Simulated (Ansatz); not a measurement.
MgO under load (space group Fm-3m), PBE, rigid bands run with Ansatz (a program for electronic structure). Condition of this run: hydrostatic pressure of -9 GPa (compression positive) (the target of the relaxation). Band gap 4.12 eV, N_c = 4.81e18 cm⁻³ and N_v = 3.52e20 cm⁻³ at 300 K, conductivity masses of 0.334 mₑ (electrons) and 2.42 mₑ (holes). Take k_BT = 0.02585 eV.

Question: Find the intrinsic carrier density and the intrinsic Fermi level.

Answer: n_i = √(N_c N_v) exp(−E_g/2k_BT) = 4.11e19 × exp(−79.68) = 1.0e-15 cm⁻³. The level lies (k_BT/2) ln(N_v/N_c) = 55 meV from mid-gap (positive towards the conduction band). Each 0.1 eV added to the gap lowers n_i by a factor of 6.9.

Question: What thermal injection velocity √(2k_BT/πm) limits a ballistic channel?

Answer: 9.31e6 cm/s for electrons and 3.46e6 cm/s for holes, a ratio of √(m_h/m_e) = 2.69, for dilute carriers.

Question: A film of it is 2 nm thick. Estimate the confinement energies in an infinite well.

Answer: ħ²π²/(2m t²) = 0.376 eV·nm²/(m/mₑ × t²) gives 281 meV for electrons and 38.8 meV for holes, so the gap would widen to about 4.44 eV. Finite barriers and nonparabolic bands lower this, and with several valleys or bands the heaviest mass along the normal sets the lowest level, not this average.

Rigid bands with the computed gap; masses take one relaxation time for all states. Spin-orbit coupling is left out. Geometry: cell and atoms relaxed with PBEsol.
